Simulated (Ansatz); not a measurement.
**Response to strain in BaHfO3**

The parent structure is BaHfO$_{3}$ in the cubic perovskite structure (space group Pm-3m, No. 221).

```
BaHfO3
1.0
    4.15753     0.00000     0.00000
    0.00000     4.15753     0.00000
    0.00000     0.00000     4.15753
Ba Hf O
1 1 3
Direct
  0.00000   0.00000   0.00000
  0.50000   0.50000   0.50000
  0.50000   0.00000   0.50000
  0.00000   0.50000   0.50000
  0.50000   0.50000   0.00000
```

Cartesian axes are those of the cell as printed.

Strains are applied to the cell and any free atomic positions relax; under biaxial strain the out-of-plane vector relaxes too.

Level of theory: PBEsol, PAW, 420 eV (Ansatz, a program for electronic structure; no SOC).

Computed cases, in order: biaxial strain −2.50 %, plane normal [111], relaxed out of plane; biaxial strain −2.00 %, plane normal [111], relaxed out of plane; biaxial strain −1.50 %, plane normal [111], relaxed out of plane; biaxial strain −1.00 %, plane normal [111], relaxed out of plane; biaxial strain −0.50 %, plane normal [111], relaxed out of plane; the unstrained base.

Between which two neighbouring cases does the gap turn between direct and indirect?

Between biaxial strain −2.50 %, plane normal [111], relaxed out of plane (3.41 eV, direct at Γ) and biaxial strain −2.00 %, plane normal [111], relaxed out of plane (3.46 eV, indirect, T → Γ). The whole series: biaxial strain −2.50 %, plane normal [111], relaxed out of plane: 3.41 eV, direct at Γ; biaxial strain −2.00 %, plane normal [111], relaxed out of plane: 3.46 eV, indirect, T → Γ; biaxial strain −1.50 %, plane normal [111], relaxed out of plane: 3.50 eV, indirect, T → Γ; biaxial strain −1.00 %, plane normal [111], relaxed out of plane: 3.54 eV, indirect, T → Γ; biaxial strain −0.50 %, plane normal [111], relaxed out of plane: 3.56 eV, indirect, T → Γ; the unstrained base: 3.58 eV, indirect, R → Γ.

Spin-orbit coupling, missing from the scalar runs, can matter with Hf. Whether these cells are dynamically stable was not tested. Labels are those of the standard path for the cell's own space group.
